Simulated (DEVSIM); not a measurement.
Structure: Pt/Al2O3/p-Si capacitor, at 250 K.

```csv
layer (left to right),material,thickness (nm),Na (cm⁻³)
1,Al2O3,7.80,-
2,Si,1600,1.3e17
```

Metal gate on the left, work function 5.6 eV. Fixed charge at the semiconductor interface 0 cm⁻² (in units of +e); no interface traps.

This is a model device: material constants are rounded textbook-type values typed into the input, and sizes, dopings and lifetimes were drawn at random. Values at 300 K; Nc and Nv go as T^1.5, mobilities as T to minus their exponent, the gap by Varshni's rule with the affinity fixed.

| parameter | Al2O3 | Si |
|---|---|---|
| gap (eV) | 6.8 | 1.124 |
| affinity (eV) | 1.35 | 4.05 |
| permittivity | 9 | 11.7 |
| Nc (cm⁻³) | - | 2.86e19 |
| Nv (cm⁻³) | - | 3.1e19 |
| Varshni α (eV/K) | - | 0.000473 |
| Varshni β (K) | - | 636 |

Model (solved in DEVSIM): 1D Poisson equation in equilibrium, Boltzmann statistics, complete ionisation; no quantum confinement or tunnelling. Metal contacts follow the ideal Schottky-Mott rule: no Fermi-level pinning, no interface dipoles.

The temperature was swept, all else fixed.

```
temperature (K)  minimum of the low-frequency capacitance (μF/cm²)  threshold voltage (band bending 2φF) (V)  flat-band voltage (V)
---------------  -------------------------------------------------  ----------------------------------------  ---------------------
250                                                          0.106                                      1.63                   0.53
300                                                          0.112                                      1.60                   0.57
350                                                          0.119                                      1.56                   0.61
400                                                          0.128                                      1.52                   0.66
450                                                          0.140                                      1.48                   0.70
500                                                          0.154                                      1.43                   0.75
```

From the first row to the last the minimum of the low-frequency capacitance goes from 0.106 to 0.154. From the first row to the last the threshold voltage (band bending 2φF) goes from 1.63 to 1.43.
